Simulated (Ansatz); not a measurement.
# PbTe (model structure, started from the litharge type, P4/nmm, No. 129, 4 atoms in the cell): properties by level of theory

| level (code) | lattice constant a (Å) | lattice parameter c (Å) | cohesive energy (eV/atom) |
|---|---|---|---|
| LDA (Ansatz) | 5.510 | 3.985 | 3.70 |
| PBE-D3(BJ) (Ansatz) | 5.595 | 4.045 | 3.30 |
| r²SCAN (Ansatz) | 5.666 | 4.363 | 2.84 |
| r²SCAN+rVV10 (Ansatz) | 5.614 | 4.237 | 3.08 |

Caveats: a distance lies near a switch of the dispersion term, which can move the cell (PBE-D3(BJ)). Ansatz's density-functional and Hartree–Fock values are scalar-relativistic unless marked +SOC, with PAW data made under PBE.

Free atoms are spin-polarised, in the lowest state found; at levels without +SOC their spin–orbit coupling is left out.

The computed numbers hold no vibrational or temperature effects.

A model structure was made by putting elements into a prototype or built by hand; it is no filed structure, need not be a known phase, and can be a saddle point held by its symmetry.

Ansatz is a program for electronic structure.
